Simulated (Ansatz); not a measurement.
## AlN: response to strain

Consider AlN in the wurtzite structure (space group P6_3mc, No. 186; a = 3.089 Å, c = 4.943 Å). Axes: x lies along a and z along c of the hexagonal cell.

Strains are applied to the cell and any free atomic positions relax.

Level of theory: LDA, PAW, 420 eV (Ansatz, a first-principles code; no SOC).

Candidates:
(a) uniaxial strain ε_xx = −0.60 %
(b) uniaxial strain ε_xx = −1.80 %
(c) uniaxial strain ε_xx = −2.40 %
(d) uniaxial strain ε_xx = −1.20 %

Base values:

| Quantity | Result |
|---|---|
| Band gap | 4.42 eV |

Order them by band gap, highest first.

(c) uniaxial strain ε_xx = −2.40 % (4.69 eV), (b) uniaxial strain ε_xx = −1.80 % (4.62 eV), (d) uniaxial strain ε_xx = −1.20 % (4.56 eV), (a) uniaxial strain ε_xx = −0.60 % (4.49 eV)

Gaps are read on the SCF mesh and a high-symmetry path. No phonon test of stability was made.
